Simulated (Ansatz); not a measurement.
Consider LiF in the rock salt structure (space group Fm-3m, No. 225; a = 3.9902 Å). Axes: x, y, z lie along the cube axes.

Computed with Kohn–Sham DFT with the r2SCAN functional, run in Ansatz (a first-principles code) with PAW and 500 eV plane waves, without spin-orbit coupling.

Before the change:

Pressure: 0.0 kbar
Shortest interatomic distance: 199.5 pm

Perturbation: the cell is stretched by 2.14 % along x with no lateral relaxation, atoms relaxed at fixed cell.

Task: What does the calculation give for the valence-band top at Γ, pressure and shortest interatomic distance after the change?

Result: The valence-band top at Γ (three highest levels, from the VBM) amounts to 0.00, -0.05, -0.05 eV; the pressure (mean of the normal stresses, compression positive) goes from zero to -15.0 kbar; the shortest interatomic distance stays 199.5 pm.

The levels and masses belong to the bands next to the band gap. The cells carry an imposed strain or load. Stability against distortions was not tested.
